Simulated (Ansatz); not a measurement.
The starting structures come from a database of crystals and need not be the phases stable at ambient conditions.

 Where the default PAW files enter, the runs use the earlier of Ansatz's two default sets.

The decay constant κ of evanescent states in the gap governs leakage through a thin film.

Here is the system:

```
Ge3N4
1.0
    5.87722     0.00000     0.00000
    0.00000     5.87722     0.00000
    2.93861    -2.93861     4.15583
Ge N
6 8
Direct
  0.37500   0.87500   0.25000
  0.87500   0.37500   0.75000
  0.37500   0.37500   0.25000
  0.37500   0.37500   0.75000
  0.00000   0.00000   0.00000
  0.75000   0.75000   0.50000
  0.61684   0.61684   0.23368
  0.13316   0.60052   0.73368
  0.14948   0.61684   0.23368
  0.13316   0.13316   0.73368
  0.61684   0.61684   0.76632
  0.60052   0.13316   0.26632
  0.61684   0.14948   0.76632
  0.13316   0.13316   0.26632
```

Space group of this cell: Fd-3m. The cell is taken as given; by PBEsol its mean pressure is -6.4 GPa.

Transport runs along the normal of the first two printed cell vectors, the (001) plane of the conventional cell.

The gap is the functional's own. No spin-orbit coupling. Mid-gap values are interpolated on the energy grid.

Q: State the band gap and the smallest decay constant κ at mid-gap according to PBEsol in Ansatz (a first-principles code).

A: Gap 1.87 eV on a 8×8×8 mesh; κ = 0.165 1/Å, at the zone centre.
